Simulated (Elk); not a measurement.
Band structure of TiAlPt (P6_3/mmc, 6 atoms in the cell).

```yaml
crystal:
  lattice:
    - [4.41685, 0.00000, 0.00000]
    - [-2.20843, 3.82510, 0.00000]
    - [0.00000, 0.00000, 5.40771]
  atoms:
    - { symbol: Ti, position: [0.00000, 0.00000, 0.00000] }
    - { symbol: Ti, position: [0.00000, 0.00000, 0.50000] }
    - { symbol: Al, position: [0.33333, 0.66667, 0.25000] }
    - { symbol: Al, position: [0.66667, 0.33333, 0.75000] }
    - { symbol: Pt, position: [0.66667, 0.33333, 0.25000] }
    - { symbol: Pt, position: [0.33333, 0.66667, 0.75000] }
```

Level of theory: Elk with PBEsol, all-electron FP-LAPW, Elk's shipped species files, default APW+lo basis.

Settings: xctype = 22; swidth = 0.00183747 Ha; ngridk = 6 6 4; maxscl = 100.

The starting cell comes from a database of computed structures (which also holds hypothetical and non-ambient phases and stackings), without a prior relaxation at this level. Spin-orbit coupling is off. Spin polarisation is off. Values depend on the basis (sphere radii, cutoffs, local orbitals), which need not be converged.

Levels in eV from the Fermi level, bands 47 to 54:
```csv
point,47,48,49,50,51,52,53,54
Γ,-1.93,-1.70,-1.70,-0.56,0.46,0.46,1.66,1.66
M,-2.26,-1.84,-1.49,-0.79,-0.50,-0.49,-0.34,0.75
K,-2.78,-1.76,-1.76,-0.72,-0.72,-0.55,0.00,0.59
A,0.12,0.12,0.12,0.12,0.45,0.45,1.07,1.07
L,-2.68,-2.68,-1.25,-1.25,0.47,0.47,0.77,0.77
H,-2.97,-2.97,-1.43,-1.43,0.29,0.29,0.84,0.84
```

Bands cross the Fermi level along this path, so the cell is metallic at this level.
